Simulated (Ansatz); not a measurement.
## CsCl-type CoGa

All values below come from rVV10 in Ansatz (PAW).

Numerical settings: plane-wave cutoff 500 eV, 20×20×20 k mesh, Fermi–Dirac smearing 0.1 eV, no spin polarisation, scalar-relativistic PAW data made under PBE.

Cell: relaxed at this level.

```
Property                               Result
------------------------------  -------------
equilibrium volume per atom     12.16 Å³/atom
equilibrium lattice constant a        2.897 Å
```

Measured, for comparison: lattice constant a 2.878 Å (temperature not stated, copied from a table, unchecked, no zero-point or thermal correction; as tabulated in Monatshefte fuer Chemie und verwandte Teile anderer Wissenschaften 123, 509 (1992)). Computed (rounded) less measured: lattice constant a not scored (unchecked).

The computed numbers hold no vibrational or temperature effects.

Ansatz is a quantum-chemistry and plane-wave program.
